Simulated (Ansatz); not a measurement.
Abridged Ansatz (an electronic-structure program) output:

```
Relaxation: its limit of steps is 50 (relax.max_steps)
Pseudopotential: Cu, paw, valence charge 19
Pseudopotential: Zn, paw, valence charge 12
Pseudopotential: Sn, paw, valence charge 14
Pseudopotential: S, paw, valence charge 6
Crystal: 8 atoms, lattice volume = 133.846 Å³
Basis set: ecut = 500 eV, 3411 PW (Γ), exchange–correlation on 192×192×192 points (64 copies of the dense FFT grid, shifted against one another)
Bands: 53, of which v1, the nominal top of the filled ones, is band 44 counted from 1 (43 counted from 0)
Symmetry: 4 space group operations
k-points: 105 of 729 (time reversal used)
Functional: x = r2scan, c = r2scan; τ floored in thin density (d = 2e-4 eV/Å³)
SCF iter   1: F=—  HF=-26253.314979 eV  |F-HF|=—  |Δ(HF+E_count)|=         —  Δρ=2.39e-2  dr2=4.95e-1  dr2_τ=5.45e-2  ethr=1.77e-3  ⟨swp⟩=7.5  Hψ=24028  notcnv=0  defer=52
SCF iter   2: F=—  HF=-26253.389062 eV  |F-HF|=—  |Δ(HF+E_count)|=   7.41e-2  Δρ=1.72e-2  dr2=2.24e-1  dr2_τ=3.40e-3  ethr=5.62e-4  ⟨swp⟩=2.4  Hψ=11581  notcnv=0  defer=373
SCF 1 converged in 13 iterations: F = -26253.315658 eV  dr2 = 1.64e-10
relax step   1: F+E_penalty+E_count = -26253.31565767 eV  Δ(F+E_penalty+E_count) = +0.000e0 eV  max|allowed force component| = 4.327e-1 eV/Å  Δτ_max = 0.0000 Å  (13 SCF iters, accepted)
Crystal: 8 atoms, lattice volume = 133.846 Å³
SCF iter   1: F=—  HF=-26253.351922 eV  |F-HF|=—  |Δ(HF+E_count)|=         —  Δρ=2.73e-3  dr2=6.03e-3  dr2_τ=1.36e-2  ethr=5.71e-6  ⟨swp⟩=2.1  Hψ=18050  notcnv=0  defer=369
SCF iter   2: F=—  HF=-26253.357807 eV  |F-HF|=—  |Δ(HF+E_count)|=   5.89e-3  Δρ=1.72e-3  dr2=2.58e-3  dr2_τ=4.44e-5  ethr=5.71e-6  ⟨swp⟩=2.0  Hψ=10182  notcnv=0  defer=369
SCF 2 converged in 11 iterations: F = -26253.357325 eV  dr2 = 1.37e-10
relax step   2: F+E_penalty+E_count = -26253.35732494 eV  Δ(F+E_penalty+E_count) = -4.167e-2 eV  max|allowed force component| = 8.792e-2 eV/Å  Δτ_max = 0.0293 Å  (11 SCF iters, accepted)
Crystal: 8 atoms, lattice volume = 133.846 Å³
SCF iter   1: F=—  HF=-26253.358285 eV  |F-HF|=—  |Δ(HF+E_count)|=         —  Δρ=5.74e-4  dr2=2.58e-4  dr2_τ=3.50e-4  ethr=1.81e-6  ⟨swp⟩=2.6  Hψ=11675  notcnv=0  defer=371
SCF iter   2: F=—  HF=-26253.358442 eV  |F-HF|=—  |Δ(HF+E_count)|=   1.57e-4  Δρ=3.94e-4  dr2=1.30e-4  dr2_τ=1.85e-6  ethr=2.93e-7  ⟨swp⟩=2.0  Hψ=11038  notcnv=0  defer=368
SCF 3 converged in 9 iterations: F = -26253.358344 eV  dr2 = 5.98e-10
[...]
Fermi energy:    11.287994 eV
--- Forces (eV/Å), atoms counted from 1 ---
  atom   1  Cu    -0.00000000    -0.00000000     0.00000000
  atom   2  Cu     0.00000000     0.00000000     0.00000000
  atom   3  Zn     0.00000000    -0.00000000     0.00000000
  atom   4  Sn    -0.00000000     0.00000000     0.00000000
  atom   5  S      0.00004028    -0.00002637     0.00010922
  atom   6  S     -0.00004028     0.00002637     0.00010922
  atom   7  S     -0.00002637    -0.00004028    -0.00010922
  atom   8  S      0.00002637     0.00004028    -0.00010922
--- Stress (GPa, compression-positive) ---
       19.562269       0.000000      -0.000000
       -0.000000      19.562269      -0.000000
       -0.000000      -0.000000      19.656925
  P = ⅓ Tr σ = 19.5938 GPa (195.938 kbar)
--- Relaxed structure (4 steps of the walk, 4 accepted, 0 SCFs on fresh bases) ---
  atoms:
    - { symbol: Cu, position: [6.632585173911826e-21, 1.8675758448740945e-19, 1.5893382292367442e-19] }
    - { symbol: Cu, position: [0.75, 0.24999999999999997, 0.5] }
    - { symbol: Zn, position: [0.24999999999999997, 0.75, 0.5] }
    - { symbol: Sn, position: [0.49999999999999994, 0.49999999999999994, 1.5893382292367427e-19] }
    - { symbol: S, position: [0.6384108001643986, 0.630840253528673, 0.5304366100793592] }
    - { symbol: S, position: [0.1004036434493139, 0.10797419008503939, 0.46956338992064084] }
    - { symbol: S, position: [0.3691597464713268, 0.8995963565506861, 0.007570546635725484] }
    - { symbol: S, position: [0.8920258099149607, 0.36158919983560145, 0.9924294533642745] }
```

### Question
What was computed, and what are the main results?

### Answer
ZnCu2SnS4, 8 atoms in the cell, with Kohn–Sham DFT with the r2SCAN functional, run in Ansatz with PAW and 500 eV plane waves, scalar-relativistic without spin-orbit coupling. The last SCF converged to F = -26253.358402 eV, or -3281.6698 eV per atom, at a pressure of 19.59 GPa. The total energy compares only with runs of the same code, potentials and settings.

The cells carry an imposed strain or load. No phonon test of stability was made. All final runs are without spin polarisation. The cell was made from ZnCu2SnS4 (space group I-4, No. 82) by this change: isotropic strain −5.50 %.

Keys are those of Ansatz 0.2.
